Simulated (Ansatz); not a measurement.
Model glasses of amorphous SiO2, 75 to 77 atoms (Si24O48 before any change). Each row is one cell at a composition chosen by hand, melted whole on the CHGNet potential with the anions pushed apart under 1.9 Å, quenched within some picoseconds, far faster than a real film, and relaxed with PBE, scalar-relativistic without spin-orbit coupling (plane waves to 420 eV, PAW; Ansatz, a first-principles code). Each is the lowest in DFT energy of 2 to 3 quenches. Cycles of charging and discharging were tried on the cells ahead of these points, and a cell that came back lower was taken. The column on the box says what of it was relaxed with the atoms; held means as the quench left it. Cells that kept moments or hold spare charge are left out.

At the relaxed places, the spacing of the highest filled and the lowest empty level was computed at the zone centre with PBE and with r2SCAN, without spin polarisation, or with spin where the moments then died out. A level counts as spread where PBE shares it among more than a fifth of the atoms; else the element of the atom with the largest weight is named. Formal charges balance in every cell (each cation at its usual highest valence, Cu and Ag at +1, Sb at +3, H at +1, O at −2, N at −3, F and Cl at −1). r2SCAN ran with plane waves to 500 eV. Where a level is localised, the spacing isn't the band gap.

```csv
cell,change,box,highest filled on,lowest empty on,"spacing, PBE (eV)","spacing, r2SCAN (eV)"
Si24O51W,"+3 O, +1 W",held,O,W,1.64,1.94
Si24O50Ce,"+1 Ce, +2 O",shape,O,Ce,2.38,2.71
Si24O50Sn,"+2 O, +1 Sn",held,O,Sn,3.40,4.00
Si24O51In2,"+2 In, +3 O",volume,O,In,3.64,4.23
Si24O50Ti,"+2 O, +1 Ti",shape,O,Ti,4.13,4.54
Si24O51Lu2,"+2 Lu, +3 O",volume,O,spread,4.38,5.00
Si24O50Zr,"+2 O, +1 Zr",held,O,spread,4.63,withheld
Si24O50Hf,"+1 Hf, +2 O",volume,O,spread,5.03,5.71
```

Problem. Fit a straight line of the last column on the one before it through the 7 full rows, and predict the withheld value for Si24O50Zr.

Solution. Means: x = 3.514, y = 4.019. Slope = Σ(Δx Δy) / Σ(Δx²) = 9.1432 / 8.2544 = 1.108; intercept = 4.019 − (1.108) × 3.514 = 0.125 eV; r.m.s. residual 0.081 eV. Prediction: 0.125 + (1.108) × 4.63 = 5.26 eV. The run gave 5.33 eV, a miss of 0.07 eV, within the residual.
